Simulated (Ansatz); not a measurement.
Ansatz (a program for electronic structure), DFT, PBE, plane waves, its default PAW files: Ru(0001) slab of 6 layers, 1x1, atoms displaced (Ru6), unrelaxed, 6 atoms. Basis and mesh were picked for this test and aren't claimed converged.

```yaml
cell: 2.71, 2.71, 20.70 Å; 90, 90, 60°
distance_to_the_nearest_atom: 2.57 to 2.70 Å
task: single point
k mesh: 10×10×1
hamiltonian.xc: pbe
kind_of_files: paw
scf.occupations.method: fermi_dirac
scf.occupations.width: 0.1 eV
scf.initial_density.chi_scale: 0.1
output.forces: true
binding of workers (--pin): off
k-point pools (--kpoint-pools): 1
memory maximum (--max-ram): 8GiB
accuracy: medium (default)
basis.precision: auto (default)
basis.xc_grid: 2 (default)
scf.eigensolver.kind: auto (default)
scf.convergence.dr2_threshold: 1e-07 (default)
scf.lower_state_search: light (default)
k-points after symmetry: 52
bands_at_the_start: 58
electrons: 96
plane waves at Γ: 2607
cutoff (eV): 420
FFT grid: 20×20×144
symmetry_operations: 1
```

Settings of this run: scf.mixing.algorithm = auto, scf.mixing.preconditioner = kerker_dos, scf.algorithm = auto; 4 threads.

```
iteration  dr2 (eV)     Hψ
---------  --------  -----
1            2.14e1  11818
2            3.81e0   7113
3            1.39e1   5186
4            3.03e0   3538
5            2.81e0   3198
6           7.53e-1   3494
7           2.68e-1   4144
8           1.76e-1   3272
9           9.41e-2   3160
10          1.00e-1   3369
11          4.83e-2   3116
12          4.72e-2   3432
13          4.54e-2   3357
14          3.77e-2   3278
…                 …      …
20          2.08e-3   4269
21          4.73e-4   3201
22          1.22e-4   4223
23          1.87e-4   3874
24          5.01e-5   3366
25          3.69e-5   4043
26          5.20e-5   3850
27          2.23e-5   3273
…                 …      …
31          4.99e-6   3135
32          3.99e-6   3868
33          6.24e-6   3471
34          2.75e-6   3340
35          4.73e-7   3522
36          1.39e-7   3819
37          3.04e-7  10649
38          9.64e-8  10746
```

It converged after 38 SCF iterations.

### Question
Which change of one setting makes this cycle converge in far fewer steps?

### Answer
Several could match; the one computed here: scf.mixing.preconditioner = auto (default) (11 SCF iterations) or scf.mixing.preconditioner = ldos (11 SCF iterations), all else kept. The other changes of this size gave: scf.mixing.preconditioner = local_kerker (20); scf.mixing.preconditioner = none (34); scf.mixing.preconditioner = kerker (36). In that run the program took: scf.mixing.algorithm MSR1, scf.mixing.preconditioner LDOS, scf.eigensolver.kind band_cg, --slots 4. The first change moves the result by: energy under 0.001 meV/atom, forces (largest component) 0.056 meV/Å. Counts are of single runs.

Keys are those of Ansatz 0.2.
